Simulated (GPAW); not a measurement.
A self-consistent single point of NdBRh3 (Pm-3m, 5 atoms in the cell) with GPAW.

Computed with LDA (Perdew-Wang 92), GPAW PAW datasets LDA (gpaw-data 1.0.1) (plane waves; GPAW).

```yaml
crystal:
  lattice:
    - [4.23315, 0.00000, 0.00000]
    - [0.00000, 4.23315, 0.00000]
    - [0.00000, 0.00000, 4.23315]
  atoms:
    - { symbol: Nd, position: [0.00000, 0.00000, 0.00000], spin: 3.0 }
    - { symbol: B, position: [0.50000, 0.50000, 0.50000] }
    - { symbol: Rh, position: [0.00000, 0.50000, 0.50000], spin: 1.0 }
    - { symbol: Rh, position: [0.50000, 0.00000, 0.50000], spin: 1.0 }
    - { symbol: Rh, position: [0.50000, 0.50000, 0.00000], spin: 1.0 }
```
(The spins are starting values, not results.)

Reference input (self-consistent single point, DFT LDA (Perdew-Wang 92), plane waves, GPAW PAW datasets LDA (gpaw-data 1.0.1)): spinpol = true; mode = pw; ecut = 900 eV; xc = LDA; kpts = 4 4 4; mesh shift (steps) = 0 0 0; occupations.name = fermi-dirac; occupations.width = 0.136 eV; nbands = -11; symmetry.symmorphic = false; symmetry.tolerance = 0.0005; maxiter = 100. This run's input differs from it in these lines:

```diff
@@ -21,3 +21,3 @@
             kpts={'size': (4, 4, 4), 'gamma': True},
-            occupations={'name': 'fermi-dirac', 'width': 0.136},
+            occupations={'name': 'improved-tetrahedron-method'},
             nbands=-11,
```

The program printed (abridged):

```
     iter     time        total  log10-change:  magmom
                         energy   eigst   dens
iter:   1 --:--:--   -66.885786                   +6.0011
iter:   2 --:--:--   -52.988208   -1.02  -1.28    +2.4893
iter:   3 --:--:--   -55.450639   +0.37  -1.39    +0.3117
iter:   4 --:--:--   -44.449423   -1.30  -1.00    -0.0026
iter:   5 --:--:--   -50.665394   -1.47  -1.48    -0.0051
   [... 6 lines left out ...]
iter:  12 --:--:--   -41.636666   -2.19  -2.15    +0.0115
iter:  13 --:--:--   -41.620948   -3.47  -2.29    +0.0129
iter:  14 --:--:--   -41.595993   -3.98  -2.38    +0.0027
   [... lines left out ...]
iter: 100 --:--:--   -42.742402c  -5.82  -3.09    -2.3619

Did not converge!

Here are some tips:

1) Make sure the geometry and spin-state is physically sound.
2) Use less aggressive density mixing.
3) Solve the eigenvalue problem more accurately at each scf-step.
4) Use a smoother distribution function for the occupation numbers.
5) Try adding more empty states.
6) Use enough k-points.
7) Don't let your structure optimization algorithm take too large steps.
8) Solve the Poisson equation more accurately.
9) Better initial guess for the wave functions.

See details here:

    https://gpaw.readthedocs.io/documentation/convergence.html
Traceback (most recent call last):
   [... frames left out ...]
gpaw.KohnShamConvergenceError: Did not converge!  See text output for help.
```

The run ended unconverged after 100 iterations. 

The starting cell comes from a database of computed structures (which also holds hypothetical and non-ambient phases and stackings), without a prior relaxation at this level.

Cost on one core of a shared machine: roughly 10 min.
